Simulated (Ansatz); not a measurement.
**What biaxial strain +3.00 %, plane normal [001], relaxed out of plane does to SiC**

Base system: SiC in the wurtzite structure (space group P6_3mc, No. 186; a = 3.056 Å, c = 5.016 Å). Axes: x lies along a and z along c of the hexagonal cell.

Perturbation: biaxial strain +3.00 %, plane normal [001], relaxed out of plane (Cartesian); in-plane vectors clamped, the third vector and the atoms free.

Computed with LDA (Ansatz, a quantum-chemistry and plane-wave program), no spin-orbit coupling. Settings: 12×12×7 k-points, 0.05 eV Fermi–Dirac smearing.

| quantity | base | changed | shift |
|---|---|---|---|
| volume per atom | 10.14 Å³ | 10.70 Å³ | +0.555 Å³ |
| shortest interatomic distance | 1.871 Å | 1.892 Å | +0.0204 Å |
| band gap | 2.13 eV | 2.25 eV | +0.12 eV |
| gap character | indirect, Γ → K | indirect, Γ → M | – |
| smallest direct gap | 3.92 eV | 3.51 eV | -0.41 eV |
| width of the top valence band | 3.95 eV | 3.72 eV | -0.236 eV |
| valence-band top at Γ (three highest levels, from the VBM) | 0.00, 0.00, -0.11 eV | 0.00, -0.17, -0.17 eV | – |
| valley order (the lowest conduction-band minima on the path, energy above the VBM, named in the base's zone) | – | M (0, 1/2, 0) 2.25 eV; K (-1/3, -1/3, 0) 2.29 eV | – |
| out-of-plane strain | – | -0.59 % | – |
| ratio −ε⊥/ε∥ | – | 0.20 | – |
| mean in-plane stress (compression positive) | – | -16.5 GPa | – |

Final structure (turned so that z lies along the plane normal):

```yaml
crystal:
  lattice:
    - [3.14809, 0.00000, 0.00000]
    - [1.57404, 2.72633, 0.00000]
    - [0.00000, 0.00000, 4.98636]
  atoms:
    - { symbol: Si, position: [0.33333, 0.33333, 0.99781] }
    - { symbol: Si, position: [0.66667, 0.66667, 0.49781] }
    - { symbol: C, position: [0.33333, 0.33333, 0.37719] }
    - { symbol: C, position: [0.66667, 0.66667, 0.87719] }
```

Cost of the whole job for the changed cell (relaxation, final SCF and bands): around 17 core-seconds (rough).

Semilocal Kohn–Sham gaps tend to fall short of experiment. Stability against distortions was not tested.
